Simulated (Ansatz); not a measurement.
**AlN in the wurtzite structure (space group P6_3mc, No. 186)**

Space group P6₃mc (No. 186); a = b = 3.1136 Å, c = 4.9832 Å, α = β = 90.00°, γ = 120.00°

| atom | site | symmetry | x | y | z |
|---|---|---|---|---|---|
| Al | 2b | 3m. | 0.6667 | 0.3333 | 0.4964 |
| N | 2b | 3m. | 0.3333 | 0.6667 | 0.3784 |

Computed with PBEsol in Ansatz (plane waves to 420 eV, PAW, no spin-orbit coupling), earlier PAW set. Γ-centred 12×12×7 mesh, Fermi–Dirac width 0.05 eV.

- Volume per atom = 10.46 Å³
- Density = 3.25 g/cm³
- Band gap = 4.10 eV, direct at Γ
- Total energy = -452.981 eV/atom (σ→0; compares only within this code and set-up)

No phonon test of stability was made.

Ansatz is an electronic-structure program.
